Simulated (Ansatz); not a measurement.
## CdS under a change: S → Pd

The reference is CdS in the wurtzite structure (space group P6_3mc, No. 186; a = 4.164 Å, c = 6.766 Å).

One thing is altered: Pd takes the place of S on all its sites, then cell and atoms are relaxed.

Method: r2SCAN (Ansatz, a quantum-chemistry and plane-wave program), no SOC. Γ-centred 12×12×9 mesh, Fermi–Dirac width 0.05 eV, for the changed cell.

The volume per atom decreases by 1.20 Å³ (25.40 Å³ → 24.20 Å³) and the density rises by 2.79 g/cm³ (4.72 g/cm³ → 7.51 g/cm³). The space group changes from P6_3mc (No. 186) to P6_3/mmc (No. 194) and the band gap goes from 1.63 eV to zero.

Final structure:

```xyz
4
Lattice="4.5870 0.0000 0.0000 -2.2935 3.9725 0.0000 0.0000 0.0000 5.3121" Properties=species:S:1:pos:R:3 pbc="T T T"
Cd     2.2935     1.3242     1.3280
Cd     0.0000     2.6483     3.9841
Pd     2.2935     1.3242     3.9841
Pd     0.0000     2.6483     1.3280
```

No phonon test of stability was made. As relaxed here, CdPd is a hypothetical phase, not in the database extracts checked. The final runs are not spin-polarised.
